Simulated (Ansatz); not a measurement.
Start from TiC in the rock salt structure (space group Fm-3m, No. 225; a = 4.261 Å; relaxed with 0.1 eV smearing).

Calculations: Ansatz (a program for electronic structure), LDA, PAW, cutoff 420 eV, without spin-orbit coupling.

Strains are applied to the cell and any free atomic positions relax.

One change was made to it. Results:

```json
[
 {"quantity": "pressure", "base": "0.0 GPa", "after": "-4.1 GPa"},
 {"quantity": "energy relative to the base (free energy F)", "base": "0 meV/atom", "after": "+1.9 meV/atom"}
]
```

### Question
Which change produced these results?
A. isotropic strain −1.00 %
B. isotropic strain +0.50 %
C. isotropic strain +2.50 %
D. isotropic strain −2.50 %

### Answer
B, isotropic strain +0.50 %. For comparison, the energy relative to the base in the other runs: isotropic strain +2.50 % gives +44 meV/atom; isotropic strain −2.50 % gives +52 meV/atom; isotropic strain −1.00 % gives +7.9 meV/atom.

No phonon test of stability was made. The final runs are not spin-polarised.
